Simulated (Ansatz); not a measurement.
Input:

Host crystal: monoclinic HfO2, with a band gap (PBE, scalar-relativistic without spin-orbit coupling).

End structure of F on the 1x1 (100) surface of monoclinic HfO2 (cut with top plane 2 O), one in a 1x1 cell, started at the site 'bridge O-O (span 5.2 Å)':

```yaml
crystal:
  lattice:
    - [5.21201, 0.00000, 0.00000]
    - [0.00000, 5.35246, 0.00000]
    - [0.00000, 0.00000, 28.50000]
  atoms:
    - { symbol: O, position: [0.18629, 0.86339, 0.33630] }
    - { symbol: O, position: [0.31371, 0.36339, 0.33630] }
    - { symbol: Hf, position: [0.07292, 0.16028, 0.37287] }
    - { symbol: Hf, position: [0.42708, 0.66028, 0.37287] }
    - { symbol: O, position: [0.73895, 0.90072, 0.39944] }
    - { symbol: O, position: [0.76105, 0.40072, 0.39944] }
    - { symbol: O, position: [0.24321, 0.43921, 0.42373] }
    - { symbol: O, position: [0.25679, 0.93921, 0.42373] }
    - { symbol: Hf, position: [0.55357, 0.17504, 0.45058] }
    - { symbol: Hf, position: [0.94643, 0.67504, 0.45058] }
    - { symbol: O, position: [0.66702, 0.50181, 0.48738] }
    - { symbol: O, position: [0.83298, 0.00181, 0.48738] }
    - { symbol: O, position: [0.16887, 0.67290, 0.51205] }
    - { symbol: O, position: [0.33455, 0.17288, 0.51231] }
    - { symbol: Hf, position: [0.04734, 0.99786, 0.54924] }
    - { symbol: Hf, position: [0.45239, 0.49870, 0.54995] }
    - { symbol: O, position: [0.74328, 0.74648, 0.57802] }
    - { symbol: O, position: [0.75793, 0.24127, 0.57770] }
    - { symbol: O, position: [0.24781, 0.26129, 0.59969] }
    - { symbol: O, position: [0.25034, 0.76710, 0.59963] }
    - { symbol: Hf, position: [0.55468, 0.00573, 0.62362] }
    - { symbol: Hf, position: [0.95920, 0.50642, 0.63745] }
    - { symbol: O, position: [0.72131, 0.25614, 0.66807] }
    - { symbol: O, position: [0.73875, 0.77531, 0.66831] }
    - { symbol: F, position: [0.21161, 0.50979, 0.68607] }
```

Slab: 25 atoms, 9.3 Å thick at the start under the adsorbate (thin: gaps and levels are the slab's own); k 4x4x1, smearing 0.01 eV, dipole-corrected; 12 atoms held, the rest relaxed; no symmetry held; spin-polarised, ending with about 1.0 μB a cell, a value that depends on the mesh; orders that need a larger cell were not tried, no spin-orbit, no U, no dispersion correction. The slab shows no gap over 0.04 eV on its mesh. At the end it is bonded to Hf. In PBE it is, or lies within 0.03 eV of, the lowest of the starts that converged.

A negative adsorption energy means that the adsorbate is more stable on the surface than in its reference.

Task: What adsorption energy against ½ F2(g) does PBE run with Ansatz (a program for electronic structure) give?

Result: -1.81 eV

Task: What work function of the top face does PBE give?

Result: 8.85 eV

Task: Estimate the change of the step from the bottom to the top vacuum level, against the clean slab that PBE returns for this input.

Result: 1.61 eV
